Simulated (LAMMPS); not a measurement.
LAMMPS 22 Jul 2025, classical MD, Stillinger-Weber (CdTe.sw): CdTe, 2744 atoms.

```yaml
task: MD, nve
potential: Stillinger-Weber, CdTe.sw
copies_of_the_repeat_unit: 7×7×7
shape (slab and sphere leave vacuum in the box): bulk
neighbor_skin: 2 Å
neigh_modify: every 1 delay 0 check yes
newton: on (default)
atom_modify sort (bins of 2 Å where set): 1000 (default)
comm_style: brick (default)
box: 45.4 × 45.4 × 45.4 Å
start: generated zinc blende lattice, warmed in an untimed run
```

All runs start from one configuration, warmed at this fixed volume for 1000 steps under a thermostat at 900 K. The run at the shortest step has a mean temperature of 893 K and a mean pressure of 1.0 GPa.

Each run covers about 2.0 ps at constant energy (mean temperature 893 K at the shortest step); σ is the standard deviation over the printed steps. Each setting ran once; only counts and results are compared.

Steps tried: 0.5 fs, 1 fs, 2 fs, 2.5 fs, 4 fs, 5 fs, 8 fs, 10 fs, 16 fs, 20 fs, 32 fs.

Problem. Choose the longest time step that keeps σ(total energy)/σ(kinetic energy) under 10 %.

Solution. 20 fs.

```
time step  σ(E total)/σ(E kinetic)  last minus first total energy (meV/atom)  mean temperature (K)
---------  -----------------------  ----------------------------------------  --------------------
0.5 fs                      3.8e-5                               under 0.001                   893
1 fs                       0.00015                               under 0.001                   893
2 fs                       0.00060                               under 0.001                   892
2.5 fs                     0.00094                               under 0.001                   892
4 fs                        0.0024                                   −0.0020                   892
5 fs                        0.0038                                   −0.0032                   891
8 fs                        0.0096                                   −0.0081                   889
10 fs                        0.015                                    −0.013                   887
16 fs                        0.039                                    −0.021                   879
20 fs                        0.064                                    +0.021                   871
32 fs                         0.22                                      +1.9                   838
```

The bar is a choice.
